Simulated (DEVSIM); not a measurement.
Structure: abrupt Si p-n junction, at 300 K.

```
layer (left to right)  material  thickness (μm)  Nd (cm⁻³)  Na (cm⁻³)  τn (s)  τp (s)
---------------------  --------  --------------  ---------  ---------  ------  ------
1                            Si            2.70          -       5e18  5.4e-6  5.4e-6
2                            Si             210     1.5e15          -  5.4e-6  5.4e-6
```

Left contact: ohmic. Right contact: ohmic. Voltage is applied to the left contact. Recombination: SRH at mid-gap, Auger. Mobility is constant in doping.

Constants are typed, rounded textbook-type inputs, not results; the design itself was drawn at random and stands for no fabricated device. Values at 300 K.

| parameter | Si |
|---|---|
| gap (eV) | 1.124 |
| affinity (eV) | 4.05 |
| permittivity | 11.7 |
| Nc (cm⁻³) | 2.86e19 |
| Nv (cm⁻³) | 3.1e19 |
| μn (cm²/Vs) | 1417 |
| μp (cm²/Vs) | 470 |
| Cn (cm⁶/s) | 2.8e-31 |
| Cp (cm⁶/s) | 9.9e-32 |

Simulated with DEVSIM: 1D drift-diffusion, Boltzmann statistics, complete ionisation; no tunnelling, impact ionisation, image-force lowering or self-heating.

The thickness of layer 1 was swept, all else fixed.

| thickness of layer 1 (μm) | dark forward voltage at 1 A/cm² (V) | dark forward voltage at 100 A/cm² (V) |
|---|---|---|
| 0.54 | 0.678 | 1.187 |
| 0.94 | 0.681 | 1.141 |
| 1.6 | 0.682 | 1.102 |
| 2.7 | 0.683 | 1.071 |
| 4.6 | 0.684 | 1.044 |
| 8.1 | 0.684 | 1.022 |
| 14 | 0.685 | ___ |

**Question.** Fill in the missing entries.

**Answer.** 
- 14, dark forward voltage at 100 A/cm² (V): 1.006
